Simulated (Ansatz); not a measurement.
What tensor shear ε_xy = +1.43 % does to GaAs

The reference is GaAs in the zinc blende structure (space group F-43m, No. 216; a = 5.6590 Å). Axes: x, y, z lie along the cube axes.

Modification: tensor shear ε_xy = +1.43 % (engineering shear γ = 0.0286); the atoms relax in the strained cell.

Method: PBEsol (Ansatz, an electronic-structure program), without spin-orbit coupling. k-mesh 10×10×10 (Γ-centred); smearing 0.05 eV (Fermi–Dirac).

- Volume per atom = 22.65 Å³ (base 22.65 Å³)
- Space group = Imm2 (No. 44) (base F-43m (No. 216))
- Shortest interatomic distance = 244.0 pm (base 245.0 pm)
- Energy relative to the base (free energy F) = +3.2 meV/atom
- Pressure (mean of the normal stresses, compression positive) = 0.3 kbar (base 0.0 kbar)
- Band gap = 0.30 eV (base 0.42 eV)
- Gap character = direct at Γ (base direct at Γ)
- Valence-band top at Γ (three highest levels, from the VBM) = 0.00, -0.13, -0.22 eV (base 0.00, 0.00, 0.00 eV)
- Valley order (the lowest conduction-band minima on the path, energy above the VBM, named in the base's zone) = Γ 0.30 eV; L along [1-1-1] 0.67 eV; L along [111] 0.94 eV; X along [001] 1.11 eV (base Γ 0.42 eV; L along ⟨111⟩ 0.92 eV; a point along ⟨100⟩, about 1.0 Å⁻¹ from Γ 1.32 eV)
- Largest internal atomic displacement = 0.011 Å
- Stress (xx, yy, zz, yz, xz, xy; compression positive) = (0.05, 0.05, 0.00, 0.00, 0.00, -1.57) GPa

Whether these cells are dynamically stable was not tested. A zero or small gap of GaAs under tensor shear ε_xy = +1.43 % can be the functional's error rather than a property of the material. k-point labels follow each cell's own Brillouin zone.
